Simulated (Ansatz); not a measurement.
What pressure 18 GPa does to Li2O

Consider Li$_{2}$O in the anti-fluorite structure (space group Fm-3m, No. 225; a = 4.626 Å).

Modification: cell and atoms relaxed at a pressure of 18 GPa.

Computed with Ansatz (a program for electronic structure), PBE, PAW, cutoff 420 eV, no spin-orbit coupling. Γ-centred 12×12×12 mesh, Fermi–Dirac width 0.05 eV.

* **Volume per atom**: 7.00 Å³ (base 8.25 Å³)
* **Density**: 2.36 g/cm³ (base 2.00 g/cm³)
* **Lattice parameter a**: 4.379 Å (base 4.626 Å)
* **Shortest interatomic distance**: 1.896 Å (base 2.003 Å)
* **Enthalpy H = E + PV relative to the base's energy**: +0.85 eV/atom
* **Band gap**: 5.30 eV (base 4.98 eV)
* **Gap character**: indirect, Γ → X (base indirect, Γ → X)
* **Smallest direct gap**: 6.54 eV (base 5.23 eV)
* **Width of the top valence band**: 1.69 eV (base 1.48 eV)
* **Electron mass**: 0.75 mₑ along k, 0.42 mₑ across (at X) (base 0.85 mₑ along k, 0.44 mₑ across (at X))
* **Hole mass (degenerate bands, along [100])**: 1.0, 1.6, 1.6 mₑ (at Γ) (base 0.92, 1.8, 1.8 mₑ (at Γ))
* **Valley order (the lowest conduction-band minima on the path, energy above the VBM, named in the base's zone)**: X along ⟨100⟩ 5.30 eV; Γ 6.54 eV (base X along ⟨100⟩ 4.98 eV; Γ 5.23 eV)

Final structure:

```yaml
crystal:
  lattice:
    - [0.00000, 2.18933, 2.18933]
    - [2.18933, 0.00000, 2.18933]
    - [2.18933, 2.18933, 0.00000]
  atoms:
    - { symbol: O, position: [0.00000, 0.00000, 0.00000] }
    - { symbol: Li, position: [0.25000, 0.25000, 0.25000] }
    - { symbol: Li, position: [0.75000, 0.75000, 0.75000] }
```

Load acts through the strain it causes; cell and atoms are relaxed under it. Masses are band curvatures over ±0.01 Å⁻¹ around the edge. Along k means along the line from Γ to the band edge. Stability against distortions was not tested. Competing high-pressure phases were not computed.
